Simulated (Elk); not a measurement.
Troubleshooting Elk: a failed run on NbIr3 (Pm-3m, 4 atoms in the cell). The aim is a self-consistent single point with DFT, LDA (PW92), all-electron FP-LAPW, Elk's shipped species files, LAPW+lo basis.

Cell that was meant: a = 3.8900 Å, b = 3.8900 Å, c = 3.8900 Å, α = 90.00°, β = 90.00°, γ = 90.00°.

Part of the input:

```
  './'

atoms
  3   : nspecies
  'Nb.in'   : spfname
  1   : natoms; atposl, bfcmt below
  0.0000000000  0.0000000000  0.0000000000    0.0 0.0 0.0
```

Output (repeated stretches shortened):

```
At line 778 of file readinput.f90
Fortran runtime error: End of file

Error termination. Backtrace:
	at ../../../libgfortran/io/list_read.c:2554

│ Elk code version 10.2.4 started │
```

Problem. Read the log: what does the program object to, and what is the fix?

Solution. The fault is an atom count that does not match the list of atoms (count of species one too high); here the program stops on it instead of giving results. To fix it, make the count match the list. The program stopped with an error.

An input that runs soundly differs in these lines (not the only fix; some lines may just follow from the change or write a value another way):
```diff
-  3   : nspecies
+  2   : nspecies
```

With that input, the run converged in 18 iterations: free energy E − TS -1560865.8197 eV; Fermi level (on the code's own zero) 15.00 eV (DFT, LDA (PW92), all-electron FP-LAPW, Elk's shipped species files, LAPW+lo basis).

On the sound input: the starting cell comes from a database of published, mostly measured structures (it also holds non-ambient and calculated ones), without a prior relaxation at this level. Spin polarisation is off. Values depend on the basis (sphere radii, cutoffs, local orbitals), which need not be converged.
